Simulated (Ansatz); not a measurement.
LiF (P6₃mc, No. 186, 4 atoms in the cell; start mp-1185301; a measured phase of this formula has another space group) was calculated with r²SCAN (Ansatz, a quantum-chemistry and plane-wave program, plane waves, PAW).

Numerical settings: plane-wave cutoff 560 eV, 12×12×8 k mesh (along the axes of the cell as run), Fermi–Dirac smearing 0.01 eV, scalar-relativistic PAW data made under PBE.

The cell is the one relaxed with PBEsol. Conventional cell: a = 3.0962 Å, b = 3.0962 Å, c = 4.8121 Å, α = 90.00°, β = 90.00°, γ = 120.00°.

```
CELL_PARAMETERS angstrom
      3.09623     0.00000     0.00000
     -1.54812     2.68141     0.00000
      0.00000     0.00000     4.81213
ATOMIC_POSITIONS crystal
  Li 0.33333 0.66667 0.38232
  Li 0.66667 0.33333 0.88232
  F  0.33333 0.66667 0.99267
  F  0.66667 0.33333 0.49267
```

Problem. List the 10 lowest band energies at Γ above −25 eV (eV, relative to the valence band maximum), grouping those that round alike.

Solution. At Γ: -20.58, -20.35, -2.15, -0.50 (×2), -0.18 (×2), 0.00, 8.50, 13.00.

Note: cell and atoms aren't relaxed at this level (pressure -0.9 GPa).

A start named mp-… is a Materials Project structure, which need not be a measured phase.
